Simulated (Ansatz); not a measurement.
Structures of equal composition on the (110) surface of bcc Nb: a layer of Rh in place of the second plane; a layer of Rh in place of the third plane. The slabs share one bottom face, and each structure is named by its start. These are constructed structures in small cells; real faces may alloy, dewet or reconstruct in larger ones, and not all known structures of the face are among them. Slabs of about 11 Å with all that they carry, Fermi-Dirac smearing of 0.1 eV. Bottom of the slabs: a bare face, its two planes held. Relaxed from the named starts with such symmetry as they have, on meshes of like density; energies extrapolated to zero smearing; no spin-orbit coupling, no U. Spin-polarised runs, if any, are marked in brackets, and their order is one that fits the cell; the others ran without spin.

Method: PBE (plane waves to 420 eV, PAW; Ansatz, a first-principles code).

**Question.** Rank these by energy per 1x1 cell (lowest first), as PBE gives it.

**Answer.** a layer of Rh in place of the third plane (0.000 eV), a layer of Rh in place of the second plane (0.314 eV)
